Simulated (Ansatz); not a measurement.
Start from Nb in the bcc (W type) structure (space group Im-3m, No. 229; a = 3.248 Å; relaxed with 0.1 eV smearing).

Level of theory: DFT with LDA, PAW potentials and a 420 eV plane-wave cutoff in Ansatz (a first-principles code), without spin-orbit coupling.

Strains are applied to the cell and any free atomic positions relax.

One change was made to it. Results:

The pressure goes from zero to 2.9 GPa; the energy increases by 2.3 meV/atom.

Q: What was done to the base?
(A) isotropic strain −1.50 %
(B) isotropic strain −0.50 %
(C) isotropic strain +2.50 %

A: B, isotropic strain −0.50 %. For comparison, the energy relative to the base in the other runs: isotropic strain +2.50 % gives +53 meV/atom; isotropic strain −1.50 % gives +21 meV/atom.

No phonon test of stability was made. All final runs are without spin polarisation.
